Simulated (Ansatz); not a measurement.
ZnSnN2 (model structure, started from the chalcopyrite type, I-42d, No. 122, 8 atoms in the cell): volume per atom by level of theory

No measured value is used here.

```tsv
level (code)	value (Å³/atom)
PBE (Ansatz)	13.91
PBEsol (Ansatz)	___
PBE-D3(BJ) (Ansatz)	13.58
```

Some entries are withheld; supply them.


- PBEsol (Ansatz, a program for electronic structure), value (Å³/atom): 13.39

Ansatz's density-functional and Hartree–Fock values are scalar-relativistic unless marked +SOC, with PAW data made under PBE.

A model structure was made by putting elements into a prototype or built by hand; it is no filed structure, need not be a known phase, and can be a saddle point held by its symmetry.
